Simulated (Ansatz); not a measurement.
**HgTe (P3₂21, No. 154, 6 atoms in the cell; start mp-1071269; a measured phase of this formula has another space group)**

These are PBEsol+SOC (plane waves, PAW; Ansatz, a program for electronic structure) values and carry that method's errors.

Run with plane-wave cutoff 520 eV, 12×12×4 k mesh (along the axes of the cell as run), Fermi–Dirac smearing 0.01 eV, PAW data made under PBE.

Cell (relaxed with PBEsol):

Space group P3₂21 (No. 154); a = b = 4.512 Å, c = 10.157 Å, α = β = 90.00°, γ = 120.00°

```csv
atom,site,symmetry,x,y,z
Hg,3a,.2.,0.6434,0.6434,0.0000
Te,3b,.2.,0.5413,0.5413,0.5000
```

```
Quantity                                                  Value
-------------------------------------------  ------------------
band gap                                     0.28 eV (indirect)
smallest direct gap on the k points sampled             0.35 eV
```

Note: cell and atoms aren't relaxed at this level (largest force component 0.04 eV/Å, pressure -0.4 GPa).

Cost on a shared machine: roughly 30 core-minutes.

A start named mp-… is a Materials Project structure, which need not be a measured phase.
